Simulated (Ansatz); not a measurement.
HgI2 in the 2H-MoS2 type structure (space group P6_3/mmc, No. 194; a hypothetical phase, not in the database extracts checked)

```yaml
crystal:
  lattice:
    - [4.15456, 0.00000, 0.00000]
    - [-2.07728, 3.59795, 0.00000]
    - [0.00000, 0.00000, 14.39252]
  atoms:
    - { symbol: Hg, position: [0.33333, 0.66667, 0.25000] }
    - { symbol: Hg, position: [0.66667, 0.33333, 0.75000] }
    - { symbol: I, position: [0.33333, 0.66667, 0.61748] }
    - { symbol: I, position: [0.66667, 0.33333, 0.11748] }
    - { symbol: I, position: [0.66667, 0.33333, 0.38252] }
    - { symbol: I, position: [0.33333, 0.66667, 0.88252] }
```

Method: DFT with r2SCAN+rVV10, PAW potentials and a 500 eV plane-wave cutoff in Ansatz (a program for electronic structure), scalar-relativistic without spin-orbit coupling. k-mesh 9×9×3 (Γ-centred); smearing 0.05 eV (Fermi–Dirac).

```yaml
volume_per_atom: 35.86 Å³
density: 7.01 g/cm³
band_gap: 0.66 eV, indirect, K–Γ (38 % along) → M
total_energy: -9625.673 eV/atom (σ→0; compares only within this code and set-up)
```

With Hg and I present, leaving out spin-orbit coupling can change the band edges. Whether these cells are dynamically stable was not tested.
